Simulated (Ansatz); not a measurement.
CaZrN2 (model structure, started from the MgZrN2 type, I4₁/amd, No. 141, 8 atoms in the cell): properties by level of theory

```tsv
level (code)	equilibrium lattice constant a (Å)	lattice parameter c (Å)
PBE (Ansatz)	4.703	9.600
r²SCAN (Ansatz)	4.690	9.568
r²SCAN+rVV10 (Ansatz)	4.680	[?]
```

Task: Some entries are withheld; supply them.

Result: 
- r²SCAN+rVV10 (Ansatz, an electronic-structure program), lattice parameter c (Å): 9.542

Ansatz's density-functional and Hartree–Fock values are scalar-relativistic unless marked +SOC, with PAW data made under PBE.

The computed numbers hold no vibrational or temperature effects.

A model structure was made by putting elements into a prototype or built by hand; it is no filed structure, need not be a known phase, and can be a saddle point held by its symmetry.
